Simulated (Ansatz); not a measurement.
Start from Sb in the A7 type structure (space group R-3m, No. 166; a = 4.328 Å, c = 11.344 Å (hexagonal axes); layered).

Perturbation: a free-standing slab of 1 layer (2 atoms, 2 a layer) is cut normal to the stacking axis, with 15 Å of vacuum and the in-plane cell relaxed.

Levels (all Ansatz, an electronic-structure program, PAW): r2SCAN+rVV10 (500 eV, without spin-orbit coupling); HSE06+SOC (420 eV, spin-orbit coupling included).

The geometry is relaxed with r2SCAN+rVV10.

| Item | Value |
|---|---|
| r2SCAN+rVV10 band gap | 1.50 eV |
| r2SCAN+rVV10 valence-band top at Γ | 0.00, 0.00, -0.67 eV |

With HSE06+SOC at the same geometry, the band gap shrinks by 0.05 eV to 1.45 eV; the valence-band top at Γ (three highest Kramers pairs, from the VBM) goes from 0.00, 0.00, -0.67 eV to 0.00, -0.41, -1.24 eV.

Single points use the geometry relaxed with r2SCAN+rVV10. HSE06 was sampled on its mesh, a few special points and the semilocal edge points, so its gap is an upper bound. The spin-orbit shifts are approximate. With Sb present, leaving out spin-orbit coupling can change the band edges. No phonon test of stability was made.
